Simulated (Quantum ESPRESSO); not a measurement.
A self-consistent single point of ZrC (Fm-3m, 2 atoms in the cell) with Quantum ESPRESSO.

Method: LDA (PZ), GBRV 1.5 ultrasoft (LDA) pseudopotentials (plane waves; Quantum ESPRESSO).

```
ZrC
1.0
    0.00000     2.33311     2.33311
    2.33311     0.00000     2.33311
    2.33311     2.33311     0.00000
Zr C
1 1
Direct
  0.00000   0.00000   0.00000
  0.50000   0.50000   0.50000
```

Reference input (self-consistent single point, DFT, PBE, plane waves, SSSP 1.1.2 efficiency (PBE) pseudopotentials): ecutwfc = 45 Ry; ecutrho = 360 Ry; occupations = smearing; smearing = methfessel-paxton; degauss = 0.0147 Ry; potentials = {Zr: Zr_pbe_v1.uspp.F.UPF, C: C.pbe-n-kjpaw_psl.1.0.0.UPF}; K_POINTS = automatic 10 10 10 0 0 0; conv_thr = 1e-10 Ry; mixing_beta = 0.7. This run's input differs from it in these lines:

```diff
@@ -12,4 +12,4 @@
   ntyp = 2
-  ecutwfc = 45
-  ecutrho = 360
+  ecutwfc = 40
+  ecutrho = 320
   occupations = 'smearing'
@@ -23,4 +23,4 @@
 ATOMIC_SPECIES
-Zr    91.2240  Zr_pbe_v1.uspp.F.UPF
-C     12.0110  C.pbe-n-kjpaw_psl.1.0.0.UPF
+Zr    91.2240  zr_lda_v1.uspp.F.UPF
+C     12.0110  c_lda_v1.2.uspp.F.UPF
 ATOMIC_POSITIONS angstrom
```

Log, with long lists cut:

```
     Self-consistent Calculation

     iteration #  1     ecut=    40.00 Ry     beta= 0.70

     negative rho (up, down):  6.268E-02 0.000E+00

     total energy              =    -110.63750797 Ry
     estimated scf accuracy    <       0.61157856 Ry

     iteration #  2     ecut=    40.00 Ry     beta= 0.70

     negative rho (up, down):  6.249E-02 0.000E+00

     total energy              =    -110.76634570 Ry
     estimated scf accuracy    <       1.22555245 Ry

     iteration #  3     ecut=    40.00 Ry     beta= 0.70

     negative rho (up, down):  6.262E-02 0.000E+00

     total energy              =    -110.95973776 Ry
     estimated scf accuracy    <       0.00735683 Ry

   [... 8 blocks of this kind left out ...]

     iteration # 12     ecut=    40.00 Ry     beta= 0.70

     negative rho (up, down):  6.324E-02 0.000E+00

     total energy              =    -110.96168828 Ry
     estimated scf accuracy    <          6.8E-10 Ry

     iteration # 13     ecut=    40.00 Ry     beta= 0.70

     negative rho (up, down):  6.324E-02 0.000E+00
     End of self-consistent calculation

     the Fermi energy is    15.1147 ev

!    total energy              =    -110.96168828 Ry
     estimated scf accuracy    <          6.0E-12 Ry
     smearing contrib. (-TS)   =       0.00004104 Ry
     internal energy E=F+TS    =    -110.96172933 Ry

     convergence has been achieved in  13 iterations

     negative rho (up, down):  6.324E-02 0.000E+00

     Forces acting on atoms (cartesian axes, Ry/au):

     atom    1 type  1   force =    -0.00000000   -0.00000000    0.00000000
     atom    2 type  2   force =     0.00000000    0.00000000    0.00000000

     Total force =     0.000000     Total SCF correction =     0.000000

     negative rho (up, down):  6.324E-02 0.000E+00
          total   stress  (Ry/bohr**3)                   (kbar)     P=      -38.65
  -0.00026275   0.00000000   0.00000000          -38.65        0.00        0.00
   0.00000000  -0.00026275   0.00000000            0.00      -38.65        0.00
   0.00000000   0.00000000  -0.00026275            0.00        0.00      -38.65

   JOB DONE.
```

The run converged in 13 iterations. Against the reference run the pressure goes from 6.25 to -3.87 GPa.

The starting cell comes from a database of computed structures (which also holds hypothetical and non-ambient phases and stackings), without a prior relaxation at this level. Its lattice was rescaled by a random factor within 2.5 % of one. With a pressure of about -4 GPa the cell is away from its equilibrium volume at this level.
